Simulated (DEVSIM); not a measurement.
Device: Si n-i-p diode, at 300 K.

Layer 1 from the left is Si, thickness (μm) 0.120, Nd (cm⁻³) 6e18, τn (s) 7.4e-7, τp (s) 7.4e-7. Layer 2 from the left is Si, thickness (μm) 0.210, Na (cm⁻³) 1.3e12, τn (s) 7.4e-7, τp (s) 7.4e-7. Layer 3 from the left is Si, thickness (μm) 1.50, Na (cm⁻³) 6.1e17, τn (s) 7.4e-7, τp (s) 7.4e-7.

Left contact: ohmic. Right contact: ohmic. Voltage is applied to the left contact. Recombination: SRH at mid-gap, radiative. Mobility is constant in doping.

This is a model device: material constants are rounded textbook-type values typed into the input, and sizes, dopings and lifetimes were drawn at random. Values at 300 K.

Si: gap (eV) 1.124, affinity (eV) 4.05, permittivity 11.7, Nc (cm⁻³) 2.86e19, Nv (cm⁻³) 3.1e19, μn (cm²/Vs) 1417, μp (cm²/Vs) 470, B (cm³/s) 4.7e-15.

Simulated with DEVSIM: 1D drift-diffusion, Boltzmann statistics, complete ionisation; no tunnelling, impact ionisation, image-force lowering or self-heating.

### Question
What does the simulation give for the potential step across the device at zero bias, the dark forward voltage at 100 A/cm²?

### Answer
potential step across the device at zero bias 0.982 V; dark forward voltage at 100 A/cm² 0.773 V.
